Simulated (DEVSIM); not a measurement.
## Ge n-i-p diode

System: Ge n-i-p diode, at 300 K.

```tsv
layer (left to right)	material	thickness (μm)	Nd (cm⁻³)	Na (cm⁻³)	τn (s)	τp (s)
1	Ge	0.480	1.7e17	-	9.6e-5	9.6e-5
2	Ge	14.0	-	3.5e13	9.6e-5	9.6e-5
3	Ge	0.520	-	4.4e17	9.6e-5	9.6e-5
```

Left contact: ohmic. Right contact: ohmic. Voltage is applied to the left contact. Recombination: SRH at mid-gap. Mobility is constant in doping.

Constants are typed, rounded textbook-type inputs, not results; the design itself was drawn at random and stands for no fabricated device. Values at 300 K.

```csv
parameter,Ge
gap (eV),0.664
affinity (eV),4
permittivity,16
Nc (cm⁻³),1.04e19
Nv (cm⁻³),6e18
μn (cm²/Vs),3900
μp (cm²/Vs),1900
```

Model (solved in DEVSIM): 1D drift-diffusion, Boltzmann statistics, complete ionisation; no tunnelling, impact ionisation, image-force lowering or self-heating.

```yaml
potential_step_across_the_device_at_zero_bias: 0.490 V
Dark forward voltage at 1 A/cm²: 0.189 V
Dark forward voltage at 100 A/cm²: 0.328 V
```

Dark forward current:

(V (V), J (A/cm²)): (-0.05, -0.0043); (-0.10, -0.034); (-0.15, -0.23); (-0.20, -1.5); (-0.25, -8.9); (-0.30, -45); (-0.35, -180); (-0.40, -570); (-0.45, -1400); (-0.50, -2800)
